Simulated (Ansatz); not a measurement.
# TaSi2, response to strain

Start from TaSi2 (space group P6_222, No. 180; a = 4.776 Å, c = 6.563 Å). Axes: x lies along a and z along c of the hexagonal cell.

Strains are applied to the cell and any free atomic positions relax; under biaxial strain the out-of-plane vector relaxes too; under stress the whole cell relaxes.

The values are results of plane-wave PAW DFT at the r2SCAN level (Ansatz, a quantum-chemistry and plane-wave program, 500 eV), no spin-orbit coupling, not measurements.

Notes on the quantities. pressure: mean of the normal stresses, compression positive.

| variant | pressure | shortest interatomic distance |
|---|---|---|
| base | 0.0 GPa | 2.550 Å |
| biaxial strain −3.38 %, plane normal [001], relaxed out of plane | (withheld) | (withheld) |
| biaxial strain −1.75 %, plane normal [001], relaxed out of plane | 5.4 GPa | 2.554 Å |
| biaxial strain +1.59 %, plane normal [001], relaxed out of plane | -4.1 GPa | 2.547 Å |
| biaxial strain +2.28 %, plane normal [001], relaxed out of plane | (withheld) | 2.546 Å |
| isotropic strain −0.29 % | (withheld) | 2.543 Å |
| uniaxial strain ε_yy = −1.01 % | 1.9 GPa | 2.547 Å |
| uniaxial stress, 2 GPa tension along x | – | 2.549 Å |

**Question.** Complete the table.

**Answer.** 
- biaxial strain −3.38 %, plane normal [001], relaxed out of plane, pressure: 11.2 GPa
- biaxial strain −3.38 %, plane normal [001], relaxed out of plane, shortest interatomic distance: 2.558 Å
- biaxial strain +2.28 %, plane normal [001], relaxed out of plane, pressure: -5.7 GPa
- isotropic strain −0.29 %, pressure: 1.8 GPa

Without a gap, meshes like the base's 11×11×7 leave anisotropic stresses uncertain by several tenths of a GPa, and small strain energies with them. Beyond what the load breaks, stability against distortions was not tested. All final runs are without spin polarisation. An odd electron count without spin: TaSi2.
